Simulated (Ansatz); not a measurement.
Sn: pressure series

The reference is Sn (space group I4_1/amd, No. 141; a = 5.9470 Å, c = 3.2123 Å).

Cell and atoms are relaxed at each pressure.

Level of theory: PBE/PAW in Ansatz (a first-principles code), no SOC.

Notes on the quantities. enthalpy: H = E + PV relative to the base's energy.

```json
[
 {"case": "base", "enthalpy": "–", "volume per atom": "28.40 Å³"},
 {"case": "pressure −2 GPa", "enthalpy": "-0.36 eV/atom", "volume per atom": "29.78 Å³"},
 {"case": "pressure −1 GPa", "enthalpy": "-0.18 eV/atom", "volume per atom": "29.05 Å³"},
 {"case": "pressure 1.8 GPa", "enthalpy": "+0.31 eV/atom", "volume per atom": "27.43 Å³"},
 {"case": "pressure 4.2 GPa", "enthalpy": "+0.72 eV/atom", "volume per atom": "26.38 Å³"},
 {"case": "pressure 9 GPa", "enthalpy": "+1.48 eV/atom", "volume per atom": "24.79 Å³"},
 {"case": "pressure 18 GPa", "enthalpy": "+2.81 eV/atom", "volume per atom": "22.77 Å³"},
 {"case": "pressure 30 GPa", "enthalpy": "+4.45 eV/atom", "volume per atom": "20.99 Å³"},
 {"case": "pressure 45 GPa", "enthalpy": "+6.34 eV/atom", "volume per atom": "19.47 Å³"},
 {"case": "pressure 60 GPa", "enthalpy": "+8.10 eV/atom", "volume per atom": "18.36 Å³"}
]
```

Load acts through the strain it causes; cell and atoms are relaxed under it. No phonon test of stability was made. Measured, Sn leaves this structure (for a body-centred tetragonal phase) near 8 GPa (temperature not stated; as listed in Olga Degtyareva, NATO science for peace and security series. B, Physics and biophysics (2010)).
